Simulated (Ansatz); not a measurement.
## TiPd in the CsCl type structure (space group Pm-3m, No. 221)

```xyz
2
Lattice="3.1322 0.0000 0.0000 0.0000 3.1322 0.0000 0.0000 0.0000 3.1322" Properties=species:S:1:pos:R:3 pbc="T T T"
Ti     1.5661     1.5661     1.5661
Pd     0.0000     0.0000     0.0000
```

Method: plane-wave PAW DFT at the PBEsol level (Ansatz, a first-principles code, 420 eV), scalar-relativistic without spin-orbit coupling. k-mesh 15×15×15 (Γ-centred); smearing 0.05 eV (Fermi–Dirac).

The volume per atom comes out as 15.36 Å³ and the density is 8.34 g/cm³. The band gap is zero and the total energy comes out as -4690.755 eV/atom (σ→0; compares only within this code and set-up).

Whether these cells are dynamically stable was not tested. The final runs are not spin-polarised.
